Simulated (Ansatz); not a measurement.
The starting structures come from a database of crystals and need not be the phases stable at ambient conditions.

 Where the default PAW files enter, the runs use the earlier of Ansatz's two default sets.

Tunnelling through a barrier is set by its complex band structure: the current falls as exp(−2κd) with the smallest κ.

Data:

```yaml
crystal:
  lattice:
    - [2.81970, 0.00000, 0.00000]
    - [-1.40985, 2.44193, 0.00000]
    - [1.40985, 0.81398, 2.34926]
  atoms:
    - { symbol: Al, position: [0.00000, 0.50000, 0.50000] }
    - { symbol: N, position: [0.00000, 0.00000, 0.00000] }
```

Space group of this cell: R-3m. The cell is strained (lengths across the current scaled by 0.98, ions clamped); by r2SCAN its mean pressure is 4.7 GPa.

Transport runs along the normal of the first two printed cell vectors, the (111) (indices of the unstrained crystal) plane of the conventional cell.

No gap correction and no spin-orbit coupling; mid-gap values are interpolated between computed energies.

Compute, with r2SCAN in Ansatz (a quantum-chemistry and plane-wave program), the band gap and the smallest decay constant κ at mid-gap.

Gap 5.46 eV on a 14×14×14 mesh; κ = 0.331 1/Å, at the zone centre.
